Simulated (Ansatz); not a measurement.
## fcc Cu (1 1 0) on tetragonal ZrO2 (1 0 0) (film strained to the substrate, started from cuts of the bulks and a machine-learned relaxation; slabs Zr8O16 and Cu16, which can lie off the formulas)

A periodic stack without vacuum, fcc Cu (1 1 0) on tetragonal ZrO2 (1 0 0) (film strained to the substrate, started from cuts of the bulks and a machine-learned relaxation; slabs Zr8O16 and Cu16, which can lie off the formulas): substrate slab Zr8O16, film Cu16, surface cells [[0, 1], [-1, 0]] and [[0, 2], [-1, 0]], film strained by -0.2 and +2.9 %, outermost planes OZr/OZr and Cu/Cu as cut, which need not be the usual terminations and can put a slab off its formula.

The start was prepared with a machine-learned potential, and the result is one local minimum, with the in-plane cell held and forces under 0.04 eV/Å; the film can end far from its bulk form.

Calculation: PBE (plane waves to 420 eV, PAW; Ansatz, an electronic-structure program). No spin–orbit coupling; the runs are not spin-polarised; PBE gaps are too small against experiment. Its k-point mesh 5×7×1, Fermi–Dirac width 0.05 eV.

| Property | Value |
|---|---|
| interface area | 19.1 Å² |
| period | 25.91 Å |
| heights between the nearest atoms of the two slabs at the two interfaces | 2.00 and 2.00 Å |
| Cu–Zr contacts across the interfaces within 1.22 times the sum of covalent radii | 10, mean 3.26 Å |
| Cu–O contacts across the interfaces within 1.22 times the sum of covalent radii | 4, mean 2.04 Å |

```
CELL_PARAMETERS angstrom
      5.28329    -0.00093     0.05148
      0.00195     3.61666    -0.18032
      0.71362    -2.24193    26.06360
ATOMIC_POSITIONS crystal
  Zr 0.26957 0.28113 0.04197
  Zr 0.77130 0.83085 0.09212
  O  0.05266 0.77120 0.03122
  O  0.52736 0.77336 0.03288
  O  0.98005 0.33742 0.09877
  O  0.49486 0.34520 0.10601
  Zr 0.39372 0.42580 0.18716
  Zr 0.90602 0.97530 0.23794
  O  0.20021 0.91828 0.17963
  O  0.68408 0.91248 0.17430
  O  0.10010 0.48296 0.24565
  O  0.61676 0.48795 0.25043
  Zr 0.51331 0.56856 0.33167
  Zr 0.02559 0.11802 0.38245
  O  0.31925 0.06089 0.32397
  O  0.80258 0.05573 0.31918
  O  0.21909 0.62551 0.38999
  O  0.73523 0.63112 0.39531
  Zr 0.64785 0.71248 0.47748
  Zr 0.14959 0.26189 0.52763
  O  0.43901 0.20591 0.47082
  O  0.92424 0.19827 0.46361
  O  0.36648 0.77207 0.53840
  O  0.89173 0.77003 0.53674
  Cu 0.10627 0.39662 0.66055
  Cu 0.60668 0.39899 0.66270
  Cu 0.36695 0.85408 0.61700
  Cu 0.86229 0.85285 0.61572
  Cu 0.58857 0.49698 0.76134
  Cu 0.08916 0.49599 0.76036
  Cu 0.84784 0.94656 0.71070
  Cu 0.34776 0.94734 0.71137
  Cu 0.07142 0.59336 0.85824
  Cu 0.57135 0.59410 0.85891
  Cu 0.33004 0.04453 0.80925
  Cu 0.83062 0.04355 0.80827
  Cu 0.55684 0.68793 0.95388
  Cu 0.05217 0.68670 0.95261
  Cu 0.81248 0.14179 0.90691
  Cu 0.31286 0.14428 0.90906
```
